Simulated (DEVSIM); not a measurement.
System: abrupt Si p-n junction, at 300 K.

Layer 1 from the left is Si, thickness (μm) 10.0, Na (cm⁻³) 8.6e16, τn (s) 1.4e-5, τp (s) 1.4e-5. Layer 2 from the left is Si, thickness (μm) 0.320, Nd (cm⁻³) 8.3e14, τn (s) 1.4e-5, τp (s) 1.4e-5.

Left contact: ohmic. Right contact: ohmic. Voltage is applied to the left contact. Recombination: SRH at mid-gap. Mobility is μmin + (μ − μmin)/(1 + (N/Nref)^α).

This is a model device: material constants are rounded textbook-type values typed into the input, and sizes, dopings and lifetimes were drawn at random. Values at 300 K.

Si: gap (eV) 1.124, affinity (eV) 4.05, permittivity 11.7, Nc (cm⁻³) 2.86e19, Nv (cm⁻³) 3.1e19, μn (cm²/Vs) 1417, μp (cm²/Vs) 470, μn,min 52, μp,min 45, Nref,n 9.7e16, Nref,p 2.2e17, αn 0.68, αp 0.72.

DEVSIM, 1D drift-diffusion, Boltzmann statistics, complete ionisation; no tunnelling, impact ionisation, image-force lowering or self-heating.

Problem. What does the simulation give for the potential step across the device at zero bias, the dark forward voltage at 1 A/cm², the largest field in the device at zero bias?

Solution. potential step across the device at zero bias 0.702 V; dark forward voltage at 1 A/cm² 0.431 V; largest field in the device at zero bias 25000 V/cm.
